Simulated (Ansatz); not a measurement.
The structure below was relaxed with Kohn–Sham DFT with the PBEsol functional, run in Ansatz (a quantum-chemistry and plane-wave program) with PAW and 420 eV plane waves, without spin-orbit coupling, at pressure −2 GPa.

```
TiO2
1.0
   -1.88812     1.88812     4.81306
    1.88812    -1.88812     4.81306
    1.88812     1.88812    -4.81306
Ti O
2 4
Direct
  0.75000   0.25000   0.50000
  0.00000   0.00000   0.00000
  0.54341   0.04341   0.50000
  0.79341   0.79341   0.00000
  0.20659   0.20659   0.00000
  0.95659   0.45659   0.50000
```

Find the space group and the Wyckoff positions.

Space group I4₁/amd, origin choice 1 (No. 141); a = 3.776 Å, b = 3.776 Å, c = 9.626 Å, α = 90.00°, β = 90.00°, γ = 90.00°

```csv
atom,site,symmetry,x,y,z
Ti,4a,-4m2,0.0000,0.0000,0.0000
O,8e,2mm.,0.0000,0.0000,0.2066
```

Describe the coordination.

The crystal has 12 atoms in its conventional cell. Cell: a = b = 3.7762 Å, c = 9.6261 Å, α = β = γ = 90.00°. Ti has 6 O at 1.934–1.989 Å. O has 3 Ti at 1.934–1.989 Å. (Neighbours: up to the widest gap in distance over summed covalent radii, below 1.35, at either atom; cation-cation and far metal-metal contacts left out.)

Load acts through the strain it causes; cell and atoms are relaxed under it. Stability against distortions was not tested. The final runs are not spin-polarised. The cell was made from TiO2 in the anatase structure (space group I4_1/amd, No. 141) by this change: pressure −2 GPa.
